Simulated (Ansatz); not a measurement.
**A computed series for HfO2: response to strain**

Base system: HfO2 (space group P4_2/nmc, No. 137; a = 3.5675 Å, c = 5.1667 Å). Axes: x, y, z lie along a, b, c of the conventional cell.

Strains are applied to the cell and any free atomic positions relax; under stress the whole cell relaxes.

Levels (all Ansatz, an electronic-structure program, PAW, earlier PAW set): PBEsol (420 eV, no spin-orbit coupling); r2SCAN (500 eV, no spin-orbit coupling); HSE06 (420 eV, scalar-relativistic without spin-orbit coupling).

Band gaps by level, all at the geometries relaxed with PBEsol:

```json
[
 {"case": "base", "PBEsol": "4.57 eV", "r2SCAN": "5.22 eV", "HSE06": "6.34 eV"},
 {"case": "isotropic strain −0.48 %", "PBEsol": "4.54 eV", "r2SCAN": "5.20 eV", "HSE06": "6.32 eV"},
 {"case": "uniaxial strain ε_yy = −1.25 %", "PBEsol": "4.55 eV", "r2SCAN": "5.20 eV", "HSE06": "6.33 eV"},
 {"case": "uniaxial stress, 2 GPa compression along z", "PBEsol": "4.55 eV", "r2SCAN": "5.20 eV", "HSE06": "6.32 eV"}
]
```

Single points use the geometry relaxed with PBEsol. HSE06 gaps are upper bounds (no full band path). Spin-orbit coupling, missing from the scalar runs, can matter with Hf. Beyond what the load breaks, stability against distortions was not tested. This is not the structure that HfO2 has at room temperature and ambient pressure.
